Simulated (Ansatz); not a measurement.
Start from AlPt (space group P2_13, No. 198; a = 4.868 Å; a cell from a computed database, its experimental status unchecked). Axes: x, y, z lie along the cube axes.

Modification: uniaxial strain ε_xx = +0.75 %, all other strain components held at zero, atoms relaxed at fixed cell.

Levels (all Ansatz, a program for electronic structure, PAW): PBEsol (420 eV, no spin-orbit coupling); PBEsol+SOC (420 eV, noncollinear with spin-orbit coupling).

The geometry is relaxed with PBEsol.

- PBEsol pressure = -1.5 GPa

### Question
Predict the pressure from PBEsol+SOC.

### Answer
The pressure decreases by 0.4 GPa, from -1.5 GPa to -1.9 GPa.

Single points use the geometry relaxed with PBEsol. The spin-orbit shifts are approximate. Stability against distortions was not tested. The runs without spin-orbit coupling are not spin-polarised.
